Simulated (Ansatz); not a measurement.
Consider TiC in the rock salt structure (space group Fm-3m, No. 225; a = 4.3278 Å; relaxed with 0.1 eV smearing). Axes: x, y, z lie along the cube axes.

Computed with r2SCAN in Ansatz (plane waves to 500 eV, PAW, without spin-orbit coupling).

Strains are applied to the cell and any free atomic positions relax; under biaxial strain the out-of-plane vector relaxes too.

One change was made to it. Results:

The band gap remains zero; the volume per atom grows by 0.47 Å³ (10.13 Å³ → 10.60 Å³); the pressure (mean of the normal stresses, compression positive) goes from zero to -10.1 GPa.

Q: What was done to the base?
A. biaxial strain +1.50 %, plane normal [001], relaxed out of plane
B. biaxial strain +2.50 %, plane normal [001], relaxed out of plane
C. biaxial strain +3.00 %, plane normal [001], relaxed out of plane

A: C, biaxial strain +3.00 %, plane normal [001], relaxed out of plane. For comparison, the pressure in the other runs: biaxial strain +1.50 %, plane normal [001], relaxed out of plane gives -5.5 GPa; biaxial strain +2.50 %, plane normal [001], relaxed out of plane gives -8.6 GPa.

Stability against distortions was not tested. The final runs are not spin-polarised.

Ansatz is a first-principles code.
